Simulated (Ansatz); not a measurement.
**A computed series for SnO: response to strain**

The parent structure is SnO (space group P4/nmm, No. 129; a = 3.837 Å, c = 4.759 Å; layered, stacked along the Cartesian z axis). Axes: x, y, z lie along a, b, c of the conventional cell.

Strains are applied to the cell and any free atomic positions relax; under biaxial strain the out-of-plane vector relaxes too.

The values are results of plane-wave PAW DFT at the PBE-D3(BJ) level (Ansatz, a quantum-chemistry and plane-wave program, 420 eV), scalar-relativistic without spin-orbit coupling, not measurements.

Notes on the quantities. pressure: mean of the normal stresses, compression positive.

| change | gap character | pressure | band gap |
|---|---|---|---|
| base | absent | 0.0 GPa | zero |
| biaxial strain +1.20 %, plane normal [001], relaxed out of plane | indirect, k = (0.083, 0.083, 0) in the run's primitive reciprocal basis → M | -1.3 GPa | 0.18 eV |
| biaxial strain +1.80 %, plane normal [001], relaxed out of plane | indirect, M–Γ (80 % along) → M | -1.9 GPa | 0.27 eV |
| biaxial strain +2.40 %, plane normal [001], relaxed out of plane | indirect, M–Γ (80 % along) → M | -2.4 GPa | 0.36 eV |
| biaxial strain +3.00 %, plane normal [001], relaxed out of plane | indirect, M–Γ (80 % along) → M | -3.0 GPa | 0.45 eV |

Stability against distortions was not tested. All final runs are without spin polarisation. A zero or small gap of SnO can be the functional's error rather than a property of the material.
